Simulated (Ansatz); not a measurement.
Here is the system:

End structure of a constructed model of the (0001) surface of hcp Ru, a layer of Sc in place of the second plane (bottom of the slab: a bare face, its two planes held):

```yaml
crystal:
  lattice:
    - [2.72140, 0.00000, 0.00000]
    - [-1.36070, 2.35680, 0.00000]
    - [0.00000, 0.00000, 27.50000]
  atoms:
    - { symbol: Ru, position: [0.66667, 0.33333, 0.29963] }
    - { symbol: Ru, position: [0.33333, 0.66667, 0.37768] }
    - { symbol: Ru, position: [0.66667, 0.33333, 0.45484] }
    - { symbol: Ru, position: [0.33333, 0.66667, 0.53240] }
    - { symbol: Sc, position: [0.66667, 0.33333, 0.61881] }
    - { symbol: Ru, position: [0.33333, 0.66667, 0.70123] }
```

Set-up: 6 atoms, 11.0 Å thick at the start with caps and adatoms (thin: gaps and levels are the slab's own); mesh 16x16x1; 0.1 eV smearing; dipole correction on; 2 atoms held, the rest relaxed; symmetry of the start imposed; no spin, no spin-orbit, no U. In PBE it is, or lies within 0.01 eV a 1x1 cell of, the lowest of the 2 structures of its composition computed so far; subsurface sites and larger cells were not tried.

### Question
Predict the work function of the top face from PBE in Ansatz (a quantum-chemistry and plane-wave program).

### Answer
4.97 eV
